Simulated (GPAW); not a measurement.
Band structure of AlN (P6_3mc, 4 atoms in the cell).

```
AlN
1.0
    3.12859     0.00000     0.00000
   -1.56429     2.70944     0.00000
    0.00000     0.00000     5.01696
Al N
2 2
Direct
  0.66667   0.33333   0.49929
  0.33333   0.66667   0.99929
  0.66667   0.33333   0.88071
  0.33333   0.66667   0.38071
```

Method: PBE, GPAW PAW datasets PBE (gpaw-data 1.0.1) (plane waves; GPAW).

Settings: mode = pw; ecut = 950 eV; xc = PBE; kpts = 10 10 6; mesh shift (steps) = 0 0 0; occupations.name = fermi-dirac; occupations.width = 0.02 eV; nbands = -4; convergence.density = 1e-05 e/electron; convergence.bands = -2; symmetry.symmorphic = false; symmetry.tolerance = 0.0005; maxiter = 100; bandpath_npoints = 40.

The starting cell comes from a database of computed structures (which also holds hypothetical and non-ambient phases and stackings), without a prior relaxation at this level.

### Question
Predict the gap along the standard path and the places of the band edges.

### Answer
The gap along the path is 4.06 eV, direct at Γ to within 0.01 eV.

Levels in eV from the top of the valence band on the SCF mesh, bands 5 to 12:
| point | 5 | 6 | 7 | 8 | 9 | 10 | 11 | 12 |
|---|---|---|---|---|---|---|---|---|
| Γ | -0.84 | -0.20 | -0.20 | 0.00 | 4.06 | 6.53 | 10.47 | 11.04 |
| M | -3.30 | -2.06 | -1.75 | -0.68 | 5.75 | 5.76 | 8.04 | 10.15 |
| K | -3.75 | -2.42 | -2.35 | -2.35 | 5.04 | 8.28 | 9.56 | 9.56 |
| A | -0.53 | -0.53 | -0.53 | -0.53 | 6.33 | 6.33 | 10.18 | 10.18 |
| L | -1.44 | -1.44 | -1.35 | -1.35 | 5.25 | 5.25 | 9.15 | 9.15 |
| H | -3.80 | -3.80 | -0.79 | -0.79 | 7.36 | 7.36 | 7.72 | 7.72 |
